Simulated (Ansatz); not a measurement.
Start from Lu in the hcp (Mg type) structure (space group P6_3/mmc, No. 194; a = 3.5062 Å, c = 5.4820 Å; relaxed with 0.1 eV smearing). Axes: x lies along a and z along c of the hexagonal cell.

The values are results of Ansatz (a quantum-chemistry and plane-wave program), PBE, PAW, cutoff 420 eV, no spin-orbit coupling, not measurements.

For the base:

| Property | Value |
|---|---|
| Pressure | 0.0 GPa |

Modification: biaxial strain +1.00 %, plane normal [001], relaxed out of plane (Cartesian); in-plane vectors clamped, the third vector and the atoms free.

Question: Estimate the effect on the out-of-plane strain and pressure.

Answer: The out-of-plane strain comes out as -0.46 %; the pressure (mean of the normal stresses, compression positive) goes from zero to -0.7 GPa.

Stability against distortions was not tested.
